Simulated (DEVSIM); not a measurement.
Device: Al/SiO2/p-Si capacitor, at 300 K.

```tsv
layer (left to right)	material	thickness (nm)	Na (cm⁻³)
1	SiO2	32.0	-
2	Si	2200	6.9e16
```

Metal gate on the left, work function 4.1 eV. Fixed charge at the semiconductor interface 0 cm⁻² (in units of +e); no interface traps.

The device is made up for the run: typed textbook-type constants, with dimensions and the other settings drawn at random. Values at 300 K.

```tsv
parameter	SiO2	Si
gap (eV)	9	1.124
affinity (eV)	0.9	4.05
permittivity	3.9	11.7
Nc (cm⁻³)	-	2.86e19
Nv (cm⁻³)	-	3.1e19
```

DEVSIM, 1D Poisson equation in equilibrium, Boltzmann statistics, complete ionisation; no quantum confinement or tunnelling. Metal contacts follow the ideal Schottky-Mott rule: no Fermi-level pinning, no interface dipoles.

Task: Tabulate band edges, carrier densities and field at -3.6 V on the gate.

Result: Energies count from the Fermi level of the right contact; mesh points crowd at the junctions.

```json
[
 {"x (μm)": "0.000", "Ec (eV)": "6.800", "Ev (eV)": "-2.200", "n (cm⁻³)": "< 1e2", "p (cm⁻³)": "< 1e2", "field (V/cm)": "-800000"},
 {"x (μm)": "0.001495", "Ec (eV)": "6.681", "Ev (eV)": "-2.320", "n (cm⁻³)": "< 1e2", "p (cm⁻³)": "< 1e2", "field (V/cm)": "-800000"},
 {"x (μm)": "0.004773", "Ec (eV)": "6.418", "Ev (eV)": "-2.582", "n (cm⁻³)": "< 1e2", "p (cm⁻³)": "< 1e2", "field (V/cm)": "-800000"},
 {"x (μm)": "0.01196", "Ec (eV)": "5.844", "Ev (eV)": "-3.156", "n (cm⁻³)": "< 1e2", "p (cm⁻³)": "< 1e2", "field (V/cm)": "-800000"},
 {"x (μm)": "0.02513", "Ec (eV)": "4.791", "Ev (eV)": "-4.209", "n (cm⁻³)": "< 1e2", "p (cm⁻³)": "< 1e2", "field (V/cm)": "-800000"},
 {"x (μm)": "0.02955", "Ec (eV)": "4.438", "Ev (eV)": "-4.562", "n (cm⁻³)": "< 1e2", "p (cm⁻³)": "< 1e2", "field (V/cm)": "-800000"},
 {"x (μm)": "0.03156", "Ec (eV)": "4.277", "Ev (eV)": "-4.723", "n (cm⁻³)": "< 1e2", "p (cm⁻³)": "< 1e2", "field (V/cm)": "-800000"},
 {"x (μm)": "0.03337", "Ec (eV)": "1.065", "Ev (eV)": "-0.059", "n (cm⁻³)": "< 1e2", "p (cm⁻³)": "3.2e18", "field (V/cm)": "-150000"},
 {"x (μm)": "0.03674", "Ec (eV)": "1.031", "Ev (eV)": "-0.093", "n (cm⁻³)": "140", "p (cm⁻³)": "8.5e17", "field (V/cm)": "-70000"},
 {"x (μm)": "0.04460", "Ec (eV)": "0.998", "Ev (eV)": "-0.126", "n (cm⁻³)": "490", "p (cm⁻³)": "2.4e17", "field (V/cm)": "-26000"},
 {"x (μm)": "0.06292", "Ec (eV)": "0.975", "Ev (eV)": "-0.149", "n (cm⁻³)": "1200", "p (cm⁻³)": "9.6e16", "field (V/cm)": "-5700"},
 {"x (μm)": "0.1289", "Ec (eV)": "0.966", "Ev (eV)": "-0.158", "n (cm⁻³)": "1700", "p (cm⁻³)": "6.9e16", "field (V/cm)": "-75"},
 {"x (μm)": "0.2596", "Ec (eV)": "0.966", "Ev (eV)": "-0.158", "n (cm⁻³)": "1700", "p (cm⁻³)": "6.9e16", "field (V/cm)": "≈ 0"},
 {"x (μm)": "0.5642", "Ec (eV)": "0.966", "Ev (eV)": "-0.158", "n (cm⁻³)": "1700", "p (cm⁻³)": "6.9e16", "field (V/cm)": "≈ 0"},
 {"x (μm)": "1.500", "Ec (eV)": "0.966", "Ev (eV)": "-0.158", "n (cm⁻³)": "1700", "p (cm⁻³)": "6.9e16", "field (V/cm)": "≈ 0"},
 {"x (μm)": "1.919", "Ec (eV)": "0.966", "Ev (eV)": "-0.158", "n (cm⁻³)": "1700", "p (cm⁻³)": "6.9e16", "field (V/cm)": "≈ 0"},
 {"x (μm)": "2.098", "Ec (eV)": "0.966", "Ev (eV)": "-0.158", "n (cm⁻³)": "1700", "p (cm⁻³)": "6.9e16", "field (V/cm)": "≈ 0"},
 {"x (μm)": "2.175", "Ec (eV)": "0.966", "Ev (eV)": "-0.158", "n (cm⁻³)": "1700", "p (cm⁻³)": "6.9e16", "field (V/cm)": "≈ 0"},
 {"x (μm)": "2.214", "Ec (eV)": "0.966", "Ev (eV)": "-0.158", "n (cm⁻³)": "1700", "p (cm⁻³)": "6.9e16", "field (V/cm)": "≈ 0"},
 {"x (μm)": "2.225", "Ec (eV)": "0.966", "Ev (eV)": "-0.158", "n (cm⁻³)": "1700", "p (cm⁻³)": "6.9e16", "field (V/cm)": "≈ 0"},
 {"x (μm)": "2.230", "Ec (eV)": "0.966", "Ev (eV)": "-0.158", "n (cm⁻³)": "1700", "p (cm⁻³)": "6.9e16", "field (V/cm)": "≈ 0"},
 {"x (μm)": "2.232", "Ec (eV)": "0.966", "Ev (eV)": "-0.158", "n (cm⁻³)": "1700", "p (cm⁻³)": "6.9e16", "field (V/cm)": "≈ 0"}
]
```
